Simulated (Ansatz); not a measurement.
The reference is Ta in the bcc (W type) structure (space group Im-3m, No. 229; relaxed with 0.1 eV smearing).

```xyz
1
Lattice="-1.6411 1.6411 1.6411 1.6411 -1.6411 1.6411 1.6411 1.6411 -1.6411" Properties=species:S:1:pos:R:3 pbc="T T T"
Ta     0.0000     0.0000     0.0000
```

Cartesian axes are those of the cell as printed.

Calculations: PBEsol (Ansatz, an electronic-structure program, PAW, without spin-orbit coupling).

For the base:

```
Property                         Value
-----------------------------  -------
Pressure                       0.0 GPa
Shortest interatomic distance  2.843 Å
```

Modification: uniaxial strain ε_zz = −0.50 %, all other strain components held at zero; the atoms relax in the strained cell.

### Question
What happens to the pressure?

### Answer
The pressure (mean of the normal stresses, compression positive) goes from zero to 1.0 GPa.

### Question
How does this affect the shortest interatomic distance?

### Answer
The shortest interatomic distance falls by 0.005 Å, from 2.843 Å to 2.838 Å.

No phonon test of stability was made. All final runs are without spin polarisation.
